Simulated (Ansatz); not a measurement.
Consider the following.

```
BN
1.0
    2.61583     0.00000     0.00000
   -1.30792     2.26538     0.00000
    0.00000     0.00000     4.32594
B N
2 2
Direct
  0.33333   0.66667   0.99988
  0.66667   0.33333   0.49988
  0.33333   0.66667   0.37512
  0.66667   0.33333   0.87512
```

No spin polarisation.

Computed with PBE/PAW in Ansatz (a program for electronic structure), no spin-orbit coupling. k-mesh 15×15×8 (Γ-centred); smearing 0.05 eV (Fermi–Dirac).

Q: Predict the pressure (mean of the normal stresses, compression positive).

A: -23.14 GPa.

Q: What is the computed band gap?

A: 5.36 eV.

Q: What electron mass does the calculation give?

A: 0.32 mₑ along c, 0.62 mₑ across (at K).

The cells carry an imposed strain or load. Masses are band curvatures over ±0.01 Å⁻¹ around the edge. No phonon test of stability was made. The cell was made from BN in the wurtzite structure (space group P6_3mc, No. 186) by this change: isotropic strain +2.40 %.
